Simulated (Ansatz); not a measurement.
A (8,0) gold nanotube, stretched and compressed along its axis from its relaxed period of 4.684 Å, atoms relaxed at each length.

All values below come from PBE (plane waves to 420 eV, PAW; Ansatz, a first-principles code). Mesh 1×1×14. No spin polarisation. One-dimensional cell, images about 11 Å apart. A hypothetical model, rolled from the flat sheet. Only distortions within the start's symmetry and period were free. Values not marked SOC lack spin–orbit coupling. Buckling under compression is shut out by symmetry and the short period. Energies are free energies at a Fermi–Dirac width of 0.05 eV, from the unstrained cell.

```
strain (%)  energy (meV a period)  axial force (nN)
----------  ---------------------  ----------------
-3.0                         +210             -5.01
-1.5                          +49             -2.36
0.0                             0              0.00
+1.5                          +53             +2.37
+3.0                         +204             +4.35
+6.0                         +747             +7.79
```

The slope of the force at zero strain is 160 nN.
